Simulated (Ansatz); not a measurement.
## CdSe, pressure series

Start from CdSe in the wurtzite structure (space group P6_3mc, No. 186; a = 4.3829 Å, c = 7.1547 Å).

Cell and atoms are relaxed at each pressure.

Method: PBE in Ansatz (plane waves to 420 eV, PAW, no SOC), earlier PAW set.

Candidates:
(a) pressure 7.5 GPa
(b) pressure −2 GPa
(c) pressure 0.3 GPa

For the base:

The band gap is 0.54 eV.

Q: Order them by band gap, highest first.

A: (a) pressure 7.5 GPa (0.81 eV), (c) pressure 0.3 GPa (0.56 eV), (b) pressure −2 GPa (0.43 eV)

Load acts through the strain it causes; cell and atoms are relaxed under it. Stability against distortions was not tested. Measured, CdSe leaves this structure (for rock salt) near 2.72 GPa (temperature not stated; as listed in Datta, Sujoy, Jana, Debnarayan, arXiv (2020)), on rising pressure, with hysteresis.

Ansatz is an electronic-structure program.
